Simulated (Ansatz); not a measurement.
The starting structures come from a database of crystals and need not be the phases stable at ambient conditions.

 Where the default PAW files enter, the runs use the earlier of Ansatz's two default sets.

Inside the gap of an insulator the Bloch states are evanescent, with a wavenumber k + iκ along the transport direction.

```
Ga2ZnS4
1.0
    6.41975     0.00000     0.00000
    2.02932     6.09057     0.00000
    2.19521    -3.04529     3.75403
Zn Ga S
1 2 4
Direct
  0.75000   0.75000   0.50000
  0.00000   0.00000   0.00000
  0.25000   0.25000   0.50000
  0.62099   0.13921   0.50968
  0.37047   0.86933   0.00854
  0.13921   0.62099   0.49032
  0.86933   0.37047   0.99146
```

Space group of this cell: I-4. The cell is taken as given; by PBEsol its mean pressure is -0.8 GPa.

Transport runs along the normal of the first two printed cell vectors, the (110) plane of the conventional cell.

The gap is the functional's own, uncorrected, and κ follows it; spin-orbit coupling is left out. Mid-gap values are interpolated between the computed energies.

Question: Give the band gap and the smallest decay constant κ at mid-gap that PBEsol (Ansatz, a quantum-chemistry and plane-wave program) yields.

Answer: Gap 2.28 eV on a 8×8×8 mesh; κ = 0.164 1/Å, at the zone centre.
